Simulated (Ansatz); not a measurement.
Worked calculations on one periodic cell of amorphous Si₃₀N₄₅Ta₃: Si30N45Ta3, 78 atoms, volume 886.2 Å³, made by a melt-quench on the CHGNet potential and relaxed with DFT. N atoms were pushed apart under 1.9 Å during the dynamics, to hinder bonds among them. It is a model cell: composition and starting density were chosen by hand, and all elements were melted together. All values below come from PBE, scalar-relativistic without spin-orbit coupling (plane waves to 420 eV, PAW; Ansatz, an electronic-structure program). Sampling: a 2×2×2 Γ-centred mesh; Fermi-Dirac width 0.02 eV; no spin polarisation. Its volume was held where the quench left it, its shape was free, and it stands at a mean pressure of 3.4 GPa with stress components up to 3.4 GPa; the relaxation ran on the zone centre alone. Its density went from a set 3.78 to 3.78 g/cm³. The cell is small and was quenched far faster than a real film, so it is one sample of the glass.

Question: Count formal charges (Si +4, N -3, Ta +5). What does the count lead one to expect at the Fermi level, and what does the calculation give?

Answer: 30 × (+4) + 45 × (-3) + 3 × (+5) = 0. The charges balance, so the anion-derived valence states can be full and a gap can open. On this mesh the highest filled and lowest empty level lie 1.83 eV apart, the PBE gap of this cell, with a localised state at one edge or both.

Four energies for an added electron at PBE on the zone centre alone (charged cells in a uniform background, spin-polarised): neutral at the neutral geometry -66207.306 eV; charged at the neutral geometry -66197.232 eV; charged and relaxed -66197.494 eV; neutral at the charged geometry -66206.983 eV.

Question: Find the two relaxation energies and their sum, the reorganisation energy.

Answer: On charging: -66197.232 − (-66197.494) = 0.262 eV. On discharging: -66206.983 − (-66207.306) = 0.323 eV. The sum is 0.585 eV. The carrier's level spreads over 8 of the 78 atoms' worth, so it counts as partly localised, most on one Ta atom with neighbours N 1.94 Å, N 1.95 Å, N 2.03 Å, N 2.06 Å, N 2.31 Å, N 2.47 Å (neutral geometry). The values are uncorrected: the image energy of a point charge in this cell, 2.84 × 14.40 / (2 × 9.6) = 2.1 eV before screening, is screened by electrons alone at the fixed geometry and by ions too after relaxing, and the carrier can be spread before it relaxes, so each term can be off by up to that value times 1/ε∞, some tenths of an eV. PBE's self-interaction favours spread-out carriers, so a hybrid can localise more.
